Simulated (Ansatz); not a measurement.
For rock-salt VN (cubic form, which distorts at low temperature), PBEsol in Ansatz (plane waves, PAW) gives:

```
Item                   Value
-------------------  -------
lattice parameter a  4.073 Å
bulk modulus         343 GPa
```

Q: What does PBEsol-D3(BJ) (Ansatz, a first-principles code, PAW) give for the same quantities?

A: 
- lattice constant a: 4.042 Å (falls by 0.8 %)
- bulk modulus: 363 GPa (goes up by 5.8 %)

For comparison: lattice constant a 4.136 Å (measured, room temperature, no zero-point or thermal correction; as tabulated in Friedrich, Winkler, Juarez-Arellano, Bayarjargal, Materials 4, 1648 (2011)); bulk modulus 265 ± 5 GPa (measured, room temperature, not corrected to a static lattice, our sources range from 265 to 300; as tabulated in Synthesis of Binary Transition Metal Nitrides, Carbides and Borides from the …).

Changes are worked out from the printed values.

Unless a cell is named, each level is at its own relaxed cell (PBEsol 8.45, PBEsol-D3(BJ) 8.25 Å³/atom).

The crystal itself was run without spin with PBEsol, PBEsol-D3(BJ); a magnetic state was not tried in these runs.

Caveats: symmetry holds this phase in the static calculation, where it need not be a minimum (PBEsol, PBEsol-D3(BJ)). Ansatz's density-functional and Hartree–Fock values are scalar-relativistic unless marked +SOC, with PAW data made under PBE.
